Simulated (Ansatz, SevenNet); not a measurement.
## How the lattice constant a of InSe (P6₃/mmc, No. 194, 8 atoms in the cell; start mp-20485; a measured phase of this formula has another space group) moves with the method

No measured value is used here.

```json
[
 {"level (code)": "SevenNet-l3i5", "value (Å)": "4.092"},
 {"level (code)": "LDA (Ansatz)", "value (Å)": "3.967"},
 {"level (code)": "PBE (Ansatz)", "value (Å)": "4.088"},
 {"level (code)": "PBEsol (Ansatz)", "value (Å)": "(withheld)"},
 {"level (code)": "PBE-D4 (Ansatz)", "value (Å)": "4.029"}
]
```

Problem. Fill in the missing entries.

Solution. 
- PBEsol (Ansatz, an electronic-structure program), value (Å): 4.006

SevenNet-l3i5: the cell has another shape than the first-principles one, perhaps another minimum in the same group. SevenNet-l3i5, LDA, PBE, PBEsol, PBE-D4: the relaxation could not lower the start's symmetry, so the cell can be a saddle point above a distorted one. Ansatz's density-functional and Hartree–Fock values are scalar-relativistic unless marked +SOC, with PAW data made under PBE.

Machine-learned potentials (SevenNet-l3i5) are trained on DFT data: a solid inside that data is no test of them.

A start named mp-… is a Materials Project structure, which need not be a measured phase.
